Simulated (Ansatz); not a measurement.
# Ir under load (space group Fm-3m): band-structure transport figures

```
Ir
1.0
    0.00000     1.90652     1.90652
    1.90652     0.00000     1.90652
    1.90652     1.90652     0.00000
Ir
1
Direct
  0.00000   0.00000   0.00000
```

Computed with PBEsol with spin-orbit coupling, rigid bands (plane waves, PAW; Ansatz, an electronic-structure program). Condition of this run: hydrostatic pressure 5 GPa with spin-orbit coupling (the target of the relaxation). Cell: cell and atoms relaxed with PBEsol, then loaded as said.

```yaml
density of states at the Fermi level: 0.875 states/(eV·cell), both spins
bare Sommerfeld coefficient: 2.1 mJ/(mol of atoms·K²)
drude_plasma_energy: 10.2 eV
root-mean-square Fermi velocity: 7.9e5 m/s
resistivity times τ: 4.7 ×10⁻²² Ω·m·s
resistivity_times_mean_free_path: 3.9 ×10⁻¹⁶ Ω·m²
```

A metal at this level (no band gap); rigid bands, thermally averaged at 300 K, both spins. τ is one relaxation time for all states; the product of resistivity and mean free path takes one path for all states instead.
